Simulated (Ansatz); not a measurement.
System: CsCl-type NaH (model structure). Method: HSE06 (Ansatz, an electronic-structure program, PAW).

Settings: plane-wave cutoff 500 eV, 8×8×8 k mesh, gaussian smearing 0.02 eV, scalar-relativistic PAW data made under PBE.

Cell (relaxed at this level):

```
NaH
1.0
    2.94257     0.00000     0.00000
    0.00000     2.94257     0.00000
    0.00000     0.00000     2.94257
Na H
1 1
Direct
  0.00000   0.00000   0.00000
  0.50000   0.50000   0.50000
```

Question: Give the computed band gap.

Answer: 
band gap: 1.88 eV (on the SCF k mesh)

Note: the relaxation could raise the start's symmetry but not lower it, so the cell can be a saddle point.

Computed values are for the static lattice.

A model structure was made by putting elements into a prototype or built by hand; it is no filed structure, need not be a known phase, and can be a saddle point held by its symmetry.
